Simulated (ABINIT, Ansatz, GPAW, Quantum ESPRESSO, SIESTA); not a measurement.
## Sr2CuO4 (I4/mmm, 7 atoms in the cell) computed with different codes at matched settings

Self-consistent single point.

```
CELL_PARAMETERS angstrom
     -1.88830     1.88830     6.01980
      1.88830    -1.88830     6.01980
      1.88830     1.88830    -6.01980
ATOMIC_POSITIONS crystal
  Sr 0.35902 0.35902 0.00000
  Sr 0.64098 0.64098 0.00000
  Cu 0.00000 0.00000 0.00000
  O  0.50000 0.00000 0.50000
  O  0.00000 0.50000 0.50000
  O  0.15599 0.15599 0.00000
  O  0.84401 0.84401 0.00000
```

All programs got the same cell, k-point mesh and kind of occupations (in Ansatz's words: kpoints.mp_grid.grid = 7 7 7; scf.occupations.method = gaussian; scf.occupations.width = 0.0073 Ry); potentials, basis and cutoffs are each program's usual ones.

| code | model | pressure (GPa) | largest force (eV/Å) | k-points | cutoff |
|---|---|---|---|---|---|
| Quantum ESPRESSO | PBEsol, GBRV 1.5 ultrasoft (PBESOL) pseudopotentials | 6.12 | 0.411 | 40 | 50 Ry |
| GPAW | PBEsol, GPAW PAW datasets PBEsol (made by gpaw-setup) | – | 0.575 | 40 | 900 eV |
| SIESTA | GGA PBEsol, numerical atomic orbitals TZP, PseudoDojo PBEsol standard norm-conserving potentials (rewritten from UPF to PSML) | 10.05 | 0.619 | 172 | grid 400 Ry |
| ABINIT | PBEsol, PAW (JTH v2.0 PBE PAW, files made for PBE) | 5.87 | 0.463 | 40 | 816 eV |
| Ansatz | PBEsol, PAW files made with PBE | 5.67 | 0.387 | 40 | default |

Size of the force on each atom (eV/Å): Sizes of forces hide their directions.

```json
[
 {"code": "Quantum ESPRESSO", "Sr1": "0.137", "Sr2": "0.137", "Cu3": "0.000", "O4": "0.000", "O5": "0.000", "O6": "0.411", "O7": "0.411"},
 {"code": "GPAW", "Sr1": "0.150", "Sr2": "0.150", "Cu3": "0.000", "O4": "0.000", "O5": "0.000", "O6": "0.575", "O7": "0.575"},
 {"code": "SIESTA", "Sr1": "0.330", "Sr2": "0.330", "Cu3": "0.000", "O4": "0.000", "O5": "0.000", "O6": "0.619", "O7": "0.619"},
 {"code": "ABINIT", "Sr1": "0.125", "Sr2": "0.125", "Cu3": "0.000", "O4": "0.000", "O5": "0.000", "O6": "0.463", "O7": "0.463"},
 {"code": "Ansatz", "Sr1": "0.127", "Sr2": "0.127", "Cu3": "0.000", "O4": "0.000", "O5": "0.000", "O6": "0.387", "O7": "0.387"}
]
```

A dash marks a value that a program does not give, or that is left out as unsure.

The spread over the programs that give each value: pressure within 4.38 GPa; largest force within 0.232 eV/Å.

The starting cell comes from a database of computed structures (which also holds hypothetical and non-ambient phases and stackings), without a prior relaxation at this level. Its lattice was rescaled by a random factor within 2.5 % of one. On Ansatz's run: Spin polarisation is off; with an odd number of electrons in the cell that forces a metal, and a magnetic state may lie lower. In the base run, with a pressure of about 6 GPa the cell is away from its equilibrium volume at this level.

**Question.** Why do the programs differ, and what cannot be compared?

**Answer.** Differences of this kind can come from the potentials, where these differ, and from what each basis and cutoff leave unconverged. The valence holds different numbers of electrons (Quantum ESPRESSO 63, GPAW 55, SIESTA 63, ABINIT 63, Ansatz (a program for electronic structure) 63). The zero of total energies and Fermi levels follows the potentials and each program's conventions, so they are not compared here. SIESTA uses small atom-centred bases, whose incompleteness enters pressures, forces and empty levels differently from a plane-wave cutoff. Ansatz's pressure is given at a fixed set of plane waves, as the other plane-wave codes print theirs; with its correction for the finite basis it is 6.07 GPa (the shift of 0.40 GPa shows how far the cutoff is from converged). Ansatz's smearing width was typed in Ry to four decimals, so it matches the others to a few per cent. The pressure of GPAW is left out: its cutoff lies under the one at which its stress was checked. The programs reduce the same mesh by symmetry to different extents, which changes the work and not the result. In the pressure, SIESTA (by 4.18) lies more than 1 GPa from the median of the plane-wave programs. In the force vectors, GPAW (by 0.138) and SIESTA (by 0.462) lie more than 0.08 eV/Å from the median of the plane-wave programs.

Left out of this page: FLEUR (with a known weakness of the program).

Keys are those of Ansatz 0.2.
